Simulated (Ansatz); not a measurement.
Reference: BeTe (F-43m), PBEsol, rigid bands (plane waves, PAW, scalar-relativistic; Ansatz, a quantum-chemistry and plane-wave program); axes and stresses refer to this cell.

```
CELL_PARAMETERS angstrom
      0.00000     2.80237     2.80237
      2.80237     0.00000     2.80237
      2.80237     2.80237     0.00000
ATOMIC_POSITIONS crystal
  Be 0.00000 0.00000 0.00000
  Te 0.75000 0.75000 0.75000
```

- Seebeck coefficient, p-type 1e19 cm⁻³ = 335 μV/K
- band gap = 1.84 eV
- hole conductivity mass = 0.41 mₑ

### Question
Change: functional PBE, cell relaxed with it. What happens to Seebeck coefficient, p-type 1e19 cm⁻³, band gap, hole conductivity mass?

### Answer
Seebeck coefficient, p-type 1e19 cm⁻³ moves little, to 339 μV/K; band gap rises to 2.03 eV; hole conductivity mass increases to 0.43 mₑ.

Masses are for dilute carriers at 300 K, harmonic means over directions unless an axis is named. Seebeck coefficients are for the stated density at 300 K, with one relaxation time for all states and whether or not that doping can be reached. Spin-orbit coupling is left out unless a row names it; without it the gap and masses of crystals with these elements can be far off.
